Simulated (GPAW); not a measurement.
Band structure of GaCu3 (P6_3/mmc, 8 atoms in the cell).

```
GaCu3
1.0
    5.15739     0.00000     0.00000
   -2.57870     4.46643     0.00000
    0.00000     0.00000     4.20124
Ga Cu
2 6
Direct
  0.33333   0.66667   0.75000
  0.66667   0.33333   0.25000
  0.16539   0.33077   0.25000
  0.83461   0.66923   0.75000
  0.83461   0.16539   0.75000
  0.16539   0.83461   0.25000
  0.66923   0.83461   0.25000
  0.33077   0.16539   0.75000
```

Method: LDA (Perdew-Wang 92), GPAW PAW datasets LDA (gpaw-data 1.0.1) (plane waves; GPAW 25.7.0).

Settings: mode = pw; ecut = 850 eV; xc = LDA; kpts = 5 5 5; mesh shift (steps) = 0 0 0; occupations.name = methfessel-paxton; occupations.width = 0.1 eV; occupations.order = 0; nbands = -14; symmetry.symmorphic = false; symmetry.tolerance = 0.0005; maxiter = 100; bandpath_npoints = 40.

The starting cell comes from a database of computed structures (which also holds hypothetical and non-ambient phases and stackings), without a prior relaxation at this level. Spin polarisation is off.

Levels in eV from the Fermi level, bands 33 to 40:
| point | 33 | 34 | 35 | 36 | 37 | 38 | 39 | 40 |
|---|---|---|---|---|---|---|---|---|
| Γ | -1.79 | -1.37 | -1.37 | -1.10 | -0.07 | -0.07 | 1.35 | 4.36 |
| M | -2.26 | -1.33 | 0.84 | 0.91 | 1.49 | 2.08 | 3.12 | 3.88 |
| K | -2.31 | 0.92 | 0.92 | 1.12 | 1.54 | 1.54 | 1.90 | 2.28 |
| A | -1.39 | -1.39 | -1.39 | -1.39 | -1.06 | -1.06 | 1.74 | 1.74 |
| L | -2.31 | -2.31 | -1.02 | -1.02 | -0.68 | -0.68 | 5.75 | 5.75 |
| H | -2.34 | -2.34 | -2.13 | -2.13 | 1.94 | 1.94 | 3.53 | 3.53 |

Bands cross the Fermi level along this path, so the cell is metallic at this level.
